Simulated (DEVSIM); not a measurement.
System: Si n+/n-/n+ resistor, at 350 K.

```tsv
layer (left to right)	material	thickness (μm)	Nd (cm⁻³)	τn (s)	τp (s)
1	Si	0.710	1.5e19	1.1e-6	1.1e-6
2	Si	5.70	8.3e12	1.1e-6	1.1e-6
3	Si	0.200	3.3e17	1.1e-6	1.1e-6
```

Left contact: ohmic. Right contact: ohmic. Voltage is applied to the left contact. Recombination: SRH at mid-gap, Auger. Gap narrowing is on: ΔEg = 6.92 meV × (l + √(l² + 0.5)), l = ln(N/1.3e17 cm⁻³), shared equally by both band edges. Mobility is μmin + (μ − μmin)/(1 + (N/Nref)^α).

Constants are typed, rounded textbook-type inputs, not results; the design itself was drawn at random and stands for no fabricated device. Values at 300 K; Nc and Nv go as T^1.5, mobilities as T to minus their exponent, the gap by Varshni's rule with the affinity fixed.

```tsv
parameter	Si
gap (eV)	1.124
affinity (eV)	4.05
permittivity	11.7
Nc (cm⁻³)	2.86e19
Nv (cm⁻³)	3.1e19
μn (cm²/Vs)	1417
μp (cm²/Vs)	470
μn,min	52
μp,min	45
Nref,n	9.7e16
Nref,p	2.2e17
αn	0.68
αp	0.72
T exponent of μn	2.3
T exponent of μp	2.2
Cn (cm⁶/s)	2.8e-31
Cp (cm⁶/s)	9.9e-32
Varshni α (eV/K)	0.000473
Varshni β (K)	636
```

DEVSIM, 1D drift-diffusion, Boltzmann statistics, complete ionisation; no tunnelling, impact ionisation, image-force lowering or self-heating.

**Question.** Tabulate band edges, carrier densities and field at 1.15 V on the left contact.

**Answer.** Energies count from the Fermi level of the right contact; mesh points crowd at the junctions.

```
x (μm)   Ec (eV)  Ev (eV)  n (cm⁻³)  p (cm⁻³)  field (V/cm)
-------  -------  -------  --------  --------  ------------
0.000     -1.124   -2.168    1.5e19     85000           ≈ 0
0.03153   -1.124   -2.168    1.5e19     82000           ≈ 0
0.09681   -1.124   -2.168    1.5e19     74000           ≈ 0
0.2465    -1.124   -2.168    1.5e19     56000           ≈ 0
0.5437    -1.124   -2.168    1.5e19     21000           ≈ 0
0.6493    -1.124   -2.168    1.5e19      7700           ≈ 0
0.6969    -1.124   -2.168    1.5e19      1700           ≈ 0
0.7320    -0.955   -2.065    5.6e16       570         23000
0.7940    -0.879   -1.990    4.6e15      2000          7500
0.9290    -0.809   -1.919    4.6e14      8400          4200
1.255     -0.688   -1.798    4.1e13     74000          3500
2.382     -0.316   -1.427    3.8e13    490000          3100
4.269      0.167   -0.944    5.6e13   8500000          2000
5.509      0.341   -0.770    1.2e14     2.2e9           650
6.124      0.333   -0.777    5.2e14     1.7e9         -1400
6.302      0.288   -0.822    2.5e15     3.8e8         -4500
6.375      0.238   -0.872    1.3e16     7.2e7        -11000
6.409      0.179   -0.931    9.4e16     1.0e7        -30000
6.447      0.142   -0.954    3.3e17   4000000          -340
6.510      0.142   -0.955    3.3e17   2700000           ≈ 0
6.571      0.142   -0.955    3.3e17   1500000           ≈ 0
6.610      0.142   -0.955    3.3e17    700000           ≈ 0
```
